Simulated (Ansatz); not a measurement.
Ansatz (a first-principles code) run on CaPbF6 (I4mm, 8 atoms in the cell): self-consistent single point.

Method of the run: LDA (PW92), default PAW files made with PBE (plane waves; Ansatz).

```
CELL_PARAMETERS angstrom
      0.00000     4.32994     4.32994
      4.32994     0.00000     4.32994
      4.32994     4.32994     0.00000
ATOMIC_POSITIONS crystal
  Ca 0.50577 0.50577 0.49423
  Pb 0.00000 0.00000 0.00000
  F  0.76012 0.76012 0.23988
  F  0.23988 0.23988 0.76012
  F  0.23988 0.76012 0.76012
  F  0.76012 0.23988 0.23988
  F  0.76012 0.23988 0.76012
  F  0.23988 0.76012 0.23988
```

Reference input (self-consistent single point, DFT, LDA (PW92), plane waves, default PAW files made with PBE): basis.ecutwfc = 420 eV; kpoints.mp_grid.grid = 4 4 4; hamiltonian.xc = lda; hamiltonian.pseudopotentials = {kind: paw} (the program's default PAW files); scf.occupations.method = fermi_dirac; scf.occupations.width = 0.01 eV. This run's input differs from it in these lines:

Ansatz 0.2 input:
```diff
@@ -16,3 +16,3 @@
 basis:
-  ecutwfc: 420.0
+  ecutwfc: 565.0
 kpoints:
```

The program printed (abridged):

```
SCF iter   1: F=—  HF=-18141.914836 eV  |F-HF|=—  |Δ(HF+E_count)|=         —  Δρ=1.53e-2  dr2=2.82e-1  ethr=1.77e-3  ⟨swp⟩=9.3  Hψ=2817  notcnv=0
all-band conjugate gradients solve this SCF's bands
preconditioner: auto → Resta (q_TF=auto, 2.348 Å⁻¹)
SCF iter   2: F=—  HF=-18141.843075 eV  |F-HF|=—  |Δ(HF+E_count)|=   7.18e-2  Δρ=5.10e-3  dr2=1.36e-2  ethr=4.27e-4  ⟨swp⟩=2.5  Hψ=943  notcnv=0  defer=27
   [... lines left out ...]
SCF iter   5: F=—  HF=-18141.837804 eV  |F-HF|=—  |Δ(HF+E_count)|=   5.01e-7  Δρ=1.26e-4  dr2=1.64e-5  ethr=1.97e-7  ⟨swp⟩=2.0  Hψ=698  notcnv=0  defer=27
SCF iter   6: F=—  HF=-18141.837682 eV  |F-HF|=—  |Δ(HF+E_count)|=   1.21e-4  Δρ=4.34e-5  dr2=2.25e-6  ethr=2.48e-8  ⟨swp⟩=2.0  Hψ=916  notcnv=0  defer=27
SCF iter   7: F=—  HF=-18141.837683 eV  |F-HF|=—  |Δ(HF+E_count)|=   3.12e-7  Δρ=8.26e-6  dr2=1.73e-7  ethr=3.40e-9  ⟨swp⟩=2.0  Hψ=751  notcnv=0  defer=27
SCF iter   8: F=-18141.837683 eV  HF=-18141.837683 eV  |F-HF|=2.39e-8  |Δ(HF+E_count)|=   5.06e-7  Δρ=7.80e-6  dr2=7.80e-8  ethr=1.52e-10  ⟨swp⟩=11.5  Hψ=2738  notcnv=0
SCF 1 converged in 8 iterations: F = -18141.837683 eV  dr2 = 7.80e-8
Free energy (F): -18141.837683 eV
Internal energy: -18141.837683 eV  (E = F + TS)
E sigma→0 (E₀):  -18141.837683 eV
Fermi energy:    0.041214 eV
--- Forces (eV/Å), atoms counted from 1 ---
  atom   1  Ca    -0.00000000     0.00000000    -0.34110043
  atom   2  Pb    -0.00000000    -0.00000000     0.20257757
  atom   3  F     -0.00000000     0.00000000     0.15476882
  atom   4  F      0.00000000    -0.00000000    -0.00295925
  atom   5  F      0.05431930     0.00000000    -0.00330339
  atom   6  F     -0.05431930     0.00000000    -0.00330339
  atom   7  F      0.00000000     0.05431930    -0.00330339
  atom   8  F      0.00000000    -0.05431930    -0.00330339
--- Stress (GPa, compression-positive) ---
       -3.314193       0.000000       0.000000
        0.000000      -3.314193       0.000000
        0.000000       0.000000      -3.192399
  P = ⅓ Tr σ = -3.2736 GPa (-32.736 kbar)
  The stress holds the Pulay correction. Without it, at fixed plane waves, as pw.x and ABINIT print it: P = -3.2815 GPa
```

The run converged in 8 iterations. Against the reference run the free energy goes down by 6.0 meV/atom, the pressure moves little (-3.29 to -3.27 GPa), the largest force stays at 0.341 eV/Å and the gap on the mesh moves little (3.511 to 3.513 eV).

The starting cell comes from a database of computed structures (which also holds hypothetical and non-ambient phases and stackings), without a prior relaxation at this level. Its lattice was rescaled by up to half a per cent. One atom was moved a little off its site on purpose. Spin-orbit coupling is off. Ansatz's pressure includes its estimate of the finite-basis (Pulay) stress.
